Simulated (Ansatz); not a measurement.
Defect migration in corundum: interstitial N, charge state -1. Method: PBE, PAW (plane waves to 420 eV; Ansatz, a quantum-chemistry and plane-wave program).

Cell of 120 host sites held at the relaxed PBE lattice; the Γ point alone; Fermi-Dirac width 0.01 eV, spin-restricted; finite-size errors left in. Energies are static. The charge state is imposed; whether it is stable for some Fermi level was not computed. Sites that were not tried may lie lower. The start lies 0.10 eV above the lowest site run (PBE).

Barriers: single points on a 2×2×2 k-point mesh shifted by half a step along c at the bands' geometries.

Relaxed starting cell (atoms counted from 1):

```xyz
121
Lattice="9.6175 0.0000 0.0000 -4.8088 8.3290 0.0000 0.0000 0.0000 13.1251" Properties=species:S:1:pos:R:3 pbc="T T T"
Al    -0.0035     0.0009     4.6172
Al    -2.4039     4.1682     4.6237
Al     4.8092     0.0013     4.6193
Al     2.4062     4.1714     4.6148
Al     2.3977     1.3791     2.4075
Al    -0.0041     5.5422     2.4383
Al     7.2057     1.3757     2.4352
Al     4.8087     5.5420     2.4473
Al    -0.0007     2.7738     4.1277
Al    -2.4047     6.9342     4.1371
Al     4.8025     2.7730     4.1181
Al     2.4018     6.9380     4.1281
Al     2.4002     1.3951     6.2830
Al    -0.0047     5.5665     6.3174
Al     7.2217     1.3972     6.3161
Al     4.8087     5.5629     6.3136
O      3.3311    -0.0058     3.2861
O      0.9282     4.1582     3.2808
O      8.1405    -0.0028     3.2853
O      5.7379     4.1529     3.2870
O      0.7324     1.2721     3.2838
O     -1.6667     5.4273     3.2961
O      5.5422     1.2683     3.2854
O      3.1353     5.4308     3.2826
O      1.4736     2.7860     5.4554
O     -0.9357     6.9504     5.4721
O      6.2871     2.7795     5.4576
O      3.8693     6.9450     5.4512
O     -0.7363     4.0588     5.4657
O     -3.1448     8.2213     5.4661
O      4.0828     4.0629     5.4472
O      1.6700     8.2228     5.4607
O     -0.7297     1.5059     5.4657
O     -3.1365     5.6678     5.4616
O      4.0729     1.5120     5.4546
O      1.6616     5.6721     5.4583
O     -1.6710     2.8790     3.2851
O     -4.0756     7.0472     3.2917
O      3.1332     2.8825     3.2769
O      0.7346     7.0471     3.2892
Al     2.5633     1.5978     8.8942
Al    -0.0201     5.5720     9.0043
Al     7.2086     1.3926     9.0039
Al     4.8181     5.5820     9.0131
Al     0.0059     2.7943     6.8130
Al    -2.4149     6.9651     6.8327
Al     4.8380     2.7986     6.7878
Al     2.4032     6.9582     6.8024
Al    -0.0066     0.0276     8.4985
Al    -2.4042     4.1643     8.5175
Al     4.8286     0.0271     8.5055
Al     2.3854     4.2567     8.4982
Al     0.0181     2.7525    10.6674
Al    -2.4115     6.9031    10.7080
Al     4.8508     2.8150    10.6856
Al     2.3553     6.9269    10.6947
O      0.9640     1.4272     7.6528
O     -1.4830     5.5758     7.6674
O      5.7682     1.3969     7.6155
O      3.3261     5.5672     7.6226
O      3.1596     2.7542     7.5985
O      0.7332     6.8496     7.6469
O      7.9564     2.6835     7.6405
O      5.5117     6.8132     7.6024
O      2.2052     0.6291    10.2442
O     -0.9149     4.1685     9.8440
O      6.2911    -0.0074     9.8424
O      3.8826     4.1887     9.8425
O     -0.7762     1.3089     9.8340
O     -3.1372     5.3652     9.8630
O      4.2810     1.3937     9.7409
O      1.6368     5.4711     9.8368
O      1.6622     3.0179     9.7837
O     -0.7355     7.0730     9.8521
O      6.5132     2.8894     9.8493
O      3.9396     6.9764     9.8316
O      3.1629     0.1607     7.6342
O      0.7261     4.3143     7.6301
O      7.9557     0.1285     7.6373
O      5.5520     4.2806     7.6500
Al    -0.0045     2.7534     0.2378
Al    -2.4128     6.9131     0.2818
Al     4.7955     2.7448     0.2448
Al     2.3926     6.9205     0.2540
Al    -0.0595    -0.0872    11.2257
Al    -2.3887     4.1420    11.1863
Al     4.7919     0.0109    11.1810
Al     2.4018     4.1605    11.1706
Al     2.3874     1.3398    12.8090
Al    -0.0059     5.5330    12.8800
Al     7.2057     1.3803    12.8871
Al     4.7948     5.5166    12.9082
Al    -0.0083    -0.0129     1.9432
Al    -2.4029     4.1415     1.9491
Al     4.7967    -0.0155     1.9402
Al     2.3966     4.1447     1.9339
O     -1.4831     2.7666    12.0471
O     -3.8939     6.8942    12.1597
O      3.3306     2.7504    12.0098
O      0.9217     6.9257    12.0377
O      0.7370     4.0356    12.0321
O     -1.5793     8.1322    12.1885
O      5.5448     4.0301    12.0455
O      3.1096     8.1932    12.0583
O      3.8737     1.3815     1.1117
O      1.4663     5.5352     1.1015
O      8.6706     1.3726     1.1072
O      6.2804     5.5212     1.1371
O      1.6637     2.6505     1.0886
O     -0.7384     6.7844     1.1387
O      6.4673     2.6461     1.1064
O      4.0501     6.8059     1.1286
O      1.6574     0.1010     1.1180
O     -0.7381     4.2516     1.1018
O      6.4650     0.0942     1.1059
O      4.0680     4.2528     1.0992
O      0.6783     1.4807    12.0641
O     -1.6695     5.6293    12.0432
O      5.5471     1.4921    12.0476
O      3.1243     5.6381    12.0601
N     -3.6216     7.9996     9.8767
```
Cell charge -1.

End state 1 differs by these moves (Å; atoms that move under 0.08 Å are left out):

| atom | element | Δx | Δy | Δz |
|---|---|---|---|---|
| 41 | Al | -0.13 | -0.18 | 0.10 |
| 48 | Al | 0.04 | -0.03 | 0.08 |
| 49 | Al | 0.10 | -0.02 | -0.03 |
| 56 | Al | -0.22 | -0.02 | 0.10 |
| 60 | O | 0.03 | -0.14 | -0.12 |
| 61 | O | -0.01 | -0.09 | 0.06 |
| 64 | O | 0.07 | 0.00 | -0.07 |
| 65 | O | -0.61 | -0.56 | -0.38 |
| 67 | O | -0.13 | 0.07 | 0.07 |
| 71 | O | -0.23 | -0.08 | 0.12 |
| 72 | O | -0.18 | -0.16 | 0.12 |
| 73 | O | 0.00 | -0.14 | 0.07 |
| 76 | O | -0.79 | -0.25 | -0.38 |
| 85 | Al | 0.03 | 0.10 | -0.03 |
| 89 | Al | -0.01 | 0.05 | 0.08 |
| 98 | O | 0.04 | 0.06 | -0.07 |
| 100 | O | -0.09 | 0.04 | 0.06 |
| 102 | O | -0.11 | 0.10 | -0.12 |
| 121 | N | -1.50 | -0.87 | -0.06 |

Question: What forward and backward barriers to end state 1 does PBE, PAW give?

Answer: forward 1.17 eV, backward 1.17 eV; at the saddle point atom 121 has neighbours 2 Al at 1.79, Al at 2.11, Al at 2.15; 2 O at 1.82 Å. The saddle point's order was not checked, and it lies on a symmetry element of the cell, where a band can be held.
